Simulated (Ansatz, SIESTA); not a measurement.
A SIESTA input for a self-consistent single point of SrBi3 (Pm-3m, 4 atoms in the cell) (DFT, LDA PW92, numerical atomic orbitals DZP, PseudoDojo LDA standard norm-conserving potentials (rewritten from UPF to PSML)):

```
# files in the folder: Sr.psml Bi.psml (PseudoDojo LDA standard)
SystemName  SrBi3
SystemLabel srbi3

NumberOfAtoms                4
NumberOfSpecies              2
%block ChemicalSpeciesLabel
  1 38 Sr
  2 83 Bi
%endblock ChemicalSpeciesLabel
LatticeConstant              1.0 Ang
%block LatticeVectors
     5.049694000    0.000000000    0.000000000
     0.000000000    5.049694000    0.000000000
     0.000000000    0.000000000    5.049694000
%endblock LatticeVectors
AtomicCoordinatesFormat      Bohr
%block AtomicCoordinatesAndAtomicSpecies
     0.000000000    0.000000000    0.000000000  1
     4.771269337    4.771269337    0.000000000  2
     0.000000000    4.771269337    4.771269337  2
     4.771269337    0.000000000    4.771269337  2
%endblock AtomicCoordinatesAndAtomicSpecies

XC.functional                LDA
XC.authors                   PW92
PAO.BasisSize                DZP
PAO.EnergyShift              0.01 Ry
MeshCutoff                   400 Ry
%block kgrid.MonkhorstPack
    5   0   0  0.0
    0   5   0  0.0
    0   0   5  0.0
%endblock kgrid.MonkhorstPack
OccupationFunction           MP
OccupationMPOrder            0
ElectronicTemperature        1160.45 K

MaxSCFIterations             150
SCF.Mixer.Method             Broyden
SCF.Mixer.Weight             0.1
SCF.Mixer.History            6
SCF.DM.Tolerance             1.0E-05
Diag.ParallelOverK           true
WriteForces                  true
Charge.Mulliken              end
```

**Question.** Translate this input to Ansatz (a first-principles code).

**Answer.** One input that does it (others would too):

Ansatz 0.2 input:
```yaml
crystal:
  lattice:
    - [5.049694, 0.000000, 0.000000]
    - [0.000000, 5.049694, 0.000000]
    - [0.000000, 0.000000, 5.049694]
  atoms:
    - { symbol: Sr, position_ang: [0.000000, 0.000000, 0.000000] }
    - { symbol: Bi, position_ang: [2.524847, 2.524847, 0.000000] }
    - { symbol: Bi, position_ang: [0.000000, 2.524847, 2.524847] }
    - { symbol: Bi, position_ang: [2.524847, 0.000000, 2.524847] }
kpoints:
  mp_grid: { grid: [5, 5, 5] }
hamiltonian:
  xc: lda
  pseudopotentials: { kind: paw }
scf:
  occupations: { method: gaussian, width: 0.0073 Ry }
output:
  forces: true
  eigenvalues: true
  stress: true
```

Basis, cutoffs, solver keys and any potentials are the target program's own. This input uses DFT, LDA (PW92), plane waves, default PAW files made with PBE. LDA parametrisations can differ slightly between programs. The width in Ry is rounded to four decimals. Both were run: pressure -2.13 GPa in SIESTA and -3.18 in Ansatz. Ansatz's pressure is the one without its finite-basis correction.

On Ansatz: the starting cell comes from a database of computed structures (which also holds hypothetical and non-ambient phases and stackings), without a prior relaxation at this level. Its lattice was rescaled by a random factor within 2.5 % of one. With a pressure of about -3 GPa the cell is away from its equilibrium volume at this level.

On SIESTA: the starting cell comes from a database of computed structures (which also holds hypothetical and non-ambient phases and stackings), without a prior relaxation at this level. Its lattice was rescaled by a random factor within 2.5 % of one. Values carry the incompleteness of an atom-centred basis.
